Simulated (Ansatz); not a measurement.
A15 Mo3Si was calculated with PBE (Ansatz, an electronic-structure program, plane waves, PAW).

Run with plane-wave cutoff 520 eV, 12×12×12 k mesh, Fermi–Dirac smearing 0.05 eV, no spin polarisation, scalar-relativistic PAW data made under PBE.

Cell (relaxed at this level):

```xyz
8
Lattice="4.9058 0.0000 0.0000 0.0000 4.9058 0.0000 0.0000 0.0000 4.9058" Properties=species:S:1:pos:R:3 pbc="T T T"
Si     2.4529     2.4529     2.4529
Si     0.0000     0.0000     0.0000
Mo     1.2264     0.0000     2.4529
Mo     2.4529     1.2264     0.0000
Mo     2.4529     3.6793     0.0000
Mo     3.6793     0.0000     2.4529
Mo     0.0000     2.4529     3.6793
Mo     0.0000     2.4529     1.2264
```

Q: Predict the bulk modulus B0 and pressure derivative B′ of the bulk modulus.

A: 
bulk modulus B0: 249 GPa
pressure derivative B′ of the bulk modulus: 4.3

The run finds no gap.

The result took around 4 core-minutes (rough).
